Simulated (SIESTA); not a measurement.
SIESTA is run on ZnS (P6_3mc, 8 atoms in the cell), and the run fails. The aim is a self-consistent single point with DFT, GGA PBE, numerical atomic orbitals TZP, PseudoDojo PBE standard norm-conserving potentials (rewritten from UPF to PSML).

Cell that was meant: a = 3.7663 Å, b = 3.7663 Å, c = 12.3131 Å, α = 90.00°, β = 90.00°, γ = 120.00°.

Part of the input:

```
# files in the folder: Zn.psml S.psml (PseudoDojo PBE standard)
SystemName  siesta
SystemLabel siesta

NumberOfAtoms                9
NumberOfSpecies              2
%block ChemicalSpeciesLabel
  1 30 Zn
```

Log, with long lists cut:

```
reinit: Reading from file input.fdf

reinit: System Name: siesta
reinit: System Label: siesta

coor:   Atomic-coordinates input format  =     Cartesian coordinates
coor:                                          (in Angstroms)
coor: ERROR in AtomicCoordinatesAndAtomicSpecies block
coor: ERROR in AtomicCoordinatesAndAtomicSpecies block
Stopping Program from Node:    0
Stopping Program from Node:    0
```

Q: Read the log: what does the program object to, and what is the fix?

A: The fault is an atom count that does not match the list of atoms; here the program stops on it instead of giving results. To fix it, make the count match the list. The program stopped before any SCF iteration.

The sound input it was made from differs as follows (other fixes are possible):
```diff
-SystemName  siesta
+SystemName  ZnS
-NumberOfAtoms                9
+NumberOfAtoms                8
```

With that input, the run converged in 17 iterations: free energy E − TS -23950.5780 eV; top of the valence band (on the code's own zero) -3.81 eV; gap on the k-point mesh 3.11 eV; pressure 6.94 GPa; largest force (vector length) 0.027 eV/Å (DFT, GGA PBE, numerical atomic orbitals TZP, PseudoDojo PBE standard norm-conserving potentials (rewritten from UPF to PSML)).

On the sound input: the starting cell comes from a database of computed structures (which also holds hypothetical and non-ambient phases and stackings), without a prior relaxation at this level. Its lattice was rescaled by a random factor within 2.5 % of one. Values carry the incompleteness of an atom-centred basis. With a pressure of about 7 GPa the cell is away from its equilibrium volume at this level. The shifted mesh does not hold Γ, so a gap read on it misses any band edge there.
